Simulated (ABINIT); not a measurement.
Input and output of a dielectric-response calculation for Al2O3 (R-3c, 10 atoms in the cell) (ABINIT).

Computed with PBE, norm-conserving pseudopotentials (PseudoDojo nc-sr-05 PBE standard) (plane waves; ABINIT 10.0.3).

This input was run:

```
# Al2O3, PseudoDojo nc-sr-05 PBE standard
pp_dirpath "./"
pseudos "Al.upf, O.upf"
acell 9.9639800965 9.9639800965 9.9639800965
rprim
         0.4639892238    0.2678843469    0.8443648364
        -0.4639892238    0.2678843469    0.8443648364
         0.0000000000   -0.5357685629    0.8443648779
natom 10
ntypat 2
znucl 13 8
typat 1 1 1 1 2 2 2 2 2 2
xred
         0.1479000000    0.1479000000    0.1479000000
         0.8521000000    0.8521000000    0.8521000000
         0.3521000000    0.3521000000    0.3521000000
         0.6479000000    0.6479000000    0.6479000000
         0.9438600000    0.5561400000    0.2500000000
         0.0561400000    0.4438600000    0.7500000000
         0.2500000000    0.9438600000    0.5561400000
         0.7500000000    0.0561400000    0.4438600000
         0.5561400000    0.2500000000    0.9438600000
         0.4438600000    0.7500000000    0.0561400000
ecut 42 Ha
occopt 1
nband 24
kptopt 1
ngkpt 4 4 4
nshiftk 1
shiftk 0 0 0
istwfk *1
nstep 80
tolvrs1 1.0e-16
diemac 9
ndtset 3
prtwf1 1
getwfk2 1
iscf2 -3
kptopt2 2
nqpt2 1
qpt2 0 0 0
rfelfd2 2
tolwfr2 1.0e-20
prtwf2 1
getddk3 2
rfelfd3 3
getwfk3 1
kptopt3 2
nqpt3 1
qpt3 0 0 0
tolvrs3 1.0e-09
chneut 0
```

The program printed (abridged):

```
--- !BeginCycle
solver: {iscf: 7, nstep: 80, nline: 4, wfoptalg: 0, }
tolerances: {tolvrs: 1.00E-16, }
...

     iter   Etot(hartree)      deltaE(h)  residm     vres2
 ETOT  1  -108.40795771337    -1.084E+02 2.661E-01 1.413E+03
 ETOT  2  -108.88868551342    -4.807E-01 2.027E-03 8.902E+02
 ETOT  3  -109.10743807347    -2.188E-01 5.462E-04 3.297E+01
 ETOT  4  -109.11397182847    -6.534E-03 2.305E-05 1.869E+00
 ETOT  5  -109.11438159954    -4.098E-04 1.286E-06 1.540E-02
   [... 5 lines left out ...]
 ETOT 11  -109.11438442013     1.833E-12 4.972E-15 1.124E-12
 ETOT 12  -109.11438442013    -7.105E-13 1.571E-16 2.618E-14
 ETOT 13  -109.11438442013    -2.700E-12 1.203E-17 1.382E-16
 ETOT 14  -109.11438442013    -4.263E-14 3.753E-19 1.093E-17
 At SCF step   14       vres2   =  1.09E-17 < tolvrs=  1.00E-16 =>converged.

 Cartesian components of stress tensor (hartree/bohr^3)
  sigma(1 1)=  4.11249726E-04  sigma(3 2)= -1.54023929E-12
  sigma(2 2)=  4.11249726E-04  sigma(3 1)=  0.00000000E+00
  sigma(3 3)=  3.86420388E-04  sigma(2 1)=  0.00000000E+00

 ----iterations are completed or convergence reached----

 reduced coordinates (array xred) for   10 atoms
       0.147900000000      0.147900000000      0.147900000000
       0.852100000000      0.852100000000      0.852100000000
       0.352100000000      0.352100000000      0.352100000000
       0.647900000000      0.647900000000      0.647900000000
       0.943860000000      0.556140000000      0.250000000000
       0.056140000000      0.443860000000      0.750000000000
   [... lines left out ...]
 Fermi (or HOMO) energy (hartree) =   0.16007   Average Vxc (hartree)=  -0.40794
total_energy        : -1.09114384420129E+02
-Cartesian components of stress tensor (GPa)         [Pressure= -1.1856E+01 GPa]
 Unit cell volume ucvol=  6.2292407E+02 bohr^3
  WARNING : still subject to testing - especially symmetries.
 Unit cell volume ucvol=  6.2292407E+02 bohr^3
   [... lines left out ...]
   2    1   2   12         2.9957022777         0.0000000000
   3    1   2   12        -0.0000000014         0.0000000000
   [... 27 lines left out ...]

   1    1   3   12        -0.0000000020         0.0000000000
   2    1   3   12        -0.0000000014         0.0000000000
   3    1   3   12         2.9685401269         0.0000000000
   [... 27 lines left out ...]

 Calculation completed.
```

The run converged in 14 iterations. 

Summary of the result:
| Item | Value |
|---|---|
| Free energy E − TS | -2969.15 eV |
| Fermi level (on the code's own zero) | 4.36 eV |
| Pressure | -11.86 GPa |
| Largest force (vector length) | 0.065 eV/Å |
| ε∞ at this k-point mesh, which may be far from converged in small-gap cells (xx, yy, zz) | 3.31, 3.31, 3.28 |
| Born charges at this mesh (mean of the diagonal, e) | Al 2.99, Al 2.99, Al 2.99, Al 2.99, O -1.99, O -1.99, O -1.99, O -1.99, O -1.99, O -1.99 |

The starting cell comes from a database of computed structures (which also holds hypothetical and non-ambient phases and stackings), without a prior relaxation at this level. Its lattice was rescaled by a random factor within 2.5 % of one. With a pressure of about -12 GPa the cell is away from its equilibrium volume at this level.

Cost on one core of a shared machine: roughly 20 min.
